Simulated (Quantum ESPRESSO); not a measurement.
Worked example: self-consistent single point of HfPd₅ (Cmmm, 6 atoms in the cell) in Quantum ESPRESSO.

Level of theory: rev-vdW-DF2, GBRV 1.5 ultrasoft (PBE) pseudopotentials (plane waves; Quantum ESPRESSO 7.5).

```yaml
crystal:
  lattice:
    - [1.99716, -5.86215, 0.00000]
    - [1.99716, 5.86215, 0.00000]
    - [0.00000, 0.00000, 3.98860]
  atoms:
    - { symbol: Hf, position: [0.00000, 0.00000, 0.00000] }
    - { symbol: Pd, position: [0.33658, 0.66342, 0.00000] }
    - { symbol: Pd, position: [0.66342, 0.33658, 0.00000] }
    - { symbol: Pd, position: [0.50000, 0.50000, 0.50000] }
    - { symbol: Pd, position: [0.83417, 0.16583, 0.50000] }
    - { symbol: Pd, position: [0.16583, 0.83417, 0.50000] }
```

Reference input (self-consistent single point, DFT, PBEsol, plane waves, GBRV 1.5 ultrasoft (PBESOL) pseudopotentials): ecutwfc = 40 Ry; ecutrho = 320 Ry; occupations = smearing; smearing = marzari-vanderbilt; degauss = 0.0099958 Ry; potentials = {Hf: hf_pbesol_v1.uspp.F.UPF, Pd: pd_pbesol_v1.4.uspp.F.UPF}; K_POINTS = automatic 5 5 5 0 0 0; conv_thr = 1e-11 Ry; mixing_beta = 0.3. This run's input differs from it in these lines:

```diff
@@ -17,2 +17,3 @@
  degauss = 0.0099958,
+ input_dft = 'vdw-df2-b86r',
 /
@@ -23,4 +24,4 @@
 ATOMIC_SPECIES
-Hf   178.4900  hf_pbesol_v1.uspp.F.UPF
-Pd   106.4200  pd_pbesol_v1.4.uspp.F.UPF
+Hf   178.4900  hf_pbe_v1.uspp.F.UPF
+Pd   106.4200  pd_pbe_v1.4.uspp.F.UPF
 ATOMIC_POSITIONS crystal
```

Log, with long lists cut:

```
     Self-consistent Calculation

     iteration #  1     ecut=    40.00 Ry     beta= 0.30

     negative rho (up, down):  4.947E-01 0.000E+00

     total energy              =   -1141.43777299 Ry
     estimated scf accuracy    <      35.53430332 Ry

     iteration #  2     ecut=    40.00 Ry     beta= 0.30

     negative rho (up, down):  4.965E-01 0.000E+00

     total energy              =   -1148.38860139 Ry
     estimated scf accuracy    <      30.69485400 Ry

     iteration #  3     ecut=    40.00 Ry     beta= 0.30

     negative rho (up, down):  4.972E-01 0.000E+00

     total energy              =   -1152.31165049 Ry
     estimated scf accuracy    <       3.12409901 Ry

   [... 14 blocks of this kind left out ...]

     iteration # 18     ecut=    40.00 Ry     beta= 0.30

     negative rho (up, down):  5.048E-01 0.000E+00

     total energy              =   -1152.22423456 Ry
     estimated scf accuracy    <          9.4E-11 Ry

     iteration # 19     ecut=    40.00 Ry     beta= 0.30

     negative rho (up, down):  5.048E-01 0.000E+00
     End of self-consistent calculation

     the Fermi energy is    18.4526 ev

!    total energy              =   -1152.22423457 Ry
     estimated scf accuracy    <          1.8E-12 Ry
     smearing contrib. (-TS)   =       0.00027530 Ry
     internal energy E=F+TS    =   -1152.22450986 Ry

     convergence has been achieved in  19 iterations

     negative rho (up, down):  5.048E-01 0.000E+00

     Forces acting on atoms (cartesian axes, Ry/au):

     atom    1 type  1   force =     0.00000000    0.00000000    0.00000000
     atom    2 type  2   force =     0.00000000    0.00175551    0.00000000
     atom    3 type  2   force =     0.00000000   -0.00175551    0.00000000
     atom    4 type  2   force =     0.00000000    0.00000000    0.00000000
     atom    5 type  2   force =     0.00000000    0.00150461    0.00000000
   [... lines left out ...]
     Total force =     0.003270     Total SCF correction =     0.000005
   [... lines left out ...]

     negative rho (up, down):  5.048E-01 0.000E+00
          total   stress  (Ry/bohr**3)                   (kbar)     P=        1.39
   0.00001952   0.00000000   0.00000000            2.87        0.00        0.00
   0.00000000  -0.00000499   0.00000000            0.00       -0.73        0.00
   0.00000000   0.00000000   0.00001385            0.00        0.00        2.04

   JOB DONE.
```

The run converged in 19 iterations. Against the reference run the pressure goes from -3.99 to 0.14 GPa and the largest force goes from 0.071 to 0.045 eV/Å.

The starting cell comes from a database of computed structures (which also holds hypothetical and non-ambient phases and stackings), without a prior relaxation at this level. Spin polarisation is off.

Cost on one core of a shared machine: roughly 3 min.
